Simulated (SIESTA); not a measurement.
SIESTA run on KCrF3 (P4mm, 5 atoms in the cell): self-consistent single point.

Method of the run: LDA PW92+U, numerical atomic orbitals TZP, PseudoDojo LDA standard norm-conserving potentials (rewritten from UPF to PSML) run with SIESTA 5.4.2.

```yaml
crystal:
  lattice:
    - [4.10589, 0.00000, 0.00000]
    - [0.00000, 4.10589, 0.00000]
    - [0.00000, 0.00000, 4.61444]
  atoms:
    - { symbol: K, position: [0.50000, 0.50000, 0.51084] }
    - { symbol: Cr, position: [0.00000, 0.00000, 0.00000], spin: 3.0 }
    - { symbol: F, position: [0.00000, 0.00000, 0.50000] }
    - { symbol: F, position: [0.00000, 0.50000, 0.00000] }
    - { symbol: F, position: [0.50000, 0.00000, 0.00000] }
```
(The spins are starting values, not results.)

Reference input (self-consistent single point, DFT, LDA PW92+U, numerical atomic orbitals TZP, PseudoDojo LDA standard norm-conserving potentials (rewritten from UPF to PSML)): XC.functional = LDA; XC.authors = PW92; potentials = PseudoDojo LDA standard; PAO.BasisSize = TZP; PAO.EnergyShift = 0.01 Ry; MeshCutoff = 400 Ry; kgrid.MonkhorstPack = 3 3 3; OccupationFunction = FD; ElectronicTemperature = 116.05 K; Spin = polarized; DM.InitSpin = [1 +0.00, 2 +3.00, 3 +0.00, 4 +0.00, 5 +0.00]; DFTU.ProjectorGenerationMethod = 2. This run's input differs from it in these lines:

```diff
@@ -60,3 +60,6 @@
 SCF.Mixer.History            6
-SCF.DM.Tolerance             1.0E-04
+SCF.DM.Converge              false
+SCF.H.Converge               false
+SCF.FreeE.Converge           true
+SCF.FreeE.Tolerance          1.0E-12 eV
 Diag.ParallelOverK           true
```

Output, abridged:

```
        iscf     Eharris(eV)        E_KS(eV)     FreeEng(eV)     dDmax    Ef(eV) dHmax(eV)
   scf:    1    -5185.830224    -5218.861812    -5218.865964  1.630171 -0.386200 30.132540
     spin moment: {S} , |S| = {        0.0        0.0    3.11742 }     3.11742
   scf:    2    -5248.649548    -5236.902340    -5236.904003  0.464089 -1.649981 13.244677
     spin moment: {S} , |S| = {        0.0        0.0    3.92593 }     3.92593
   scf:    3    -5241.992183    -5239.878797    -5239.879630  0.237446 -2.666989  6.410478
     spin moment: {S} , |S| = {        0.0        0.0    3.92593 }     3.92593
   [... lines left out ...]
     spin moment: {S} , |S| = {        0.0        0.0    4.00000 }     4.00000
hubbard_term: recalculating local occupations  126
hubbard_term: maximum change in local occup.    0.000396
   scf:  149    -5241.355725    -5241.355725    -5241.355725  0.000000 -4.437494  0.000000
     spin moment: {S} , |S| = {        0.0        0.0    4.00000 }     4.00000
hubbard_term: recalculating local occupations  127
hubbard_term: maximum change in local occup.    0.000396
   scf:  150    -5241.355725    -5241.355725    -5241.355725  0.000000 -4.437494  0.000000
     spin moment: {S} , |S| = {        0.0        0.0    4.00000 }     4.00000
SCF_NOT_CONV: SCF did not converge in maximum number of steps (required).
SCF_NOT_CONV: SCF did not converge in maximum number of steps (required).
Geom step, scf iteration, dDmax, dHmax:    0   150      0.000000     0.000000
Geom step, scf iteration, dDmax, dHmax:    0   150      0.000000     0.000000

ABNORMAL_TERMINATION
ABNORMAL_TERMINATION
Stopping Program from Node:    0
Stopping Program from Node:    0
```

The run ended unconverged after 150 iterations. 

The starting cell comes from a database of computed structures (which also holds hypothetical and non-ambient phases and stackings), without a prior relaxation at this level. Its lattice was rescaled by up to half a per cent. One atom was moved a little off its site on purpose. Values carry the incompleteness of an atom-centred basis.

Cost on one core of a shared machine: roughly 8 min.
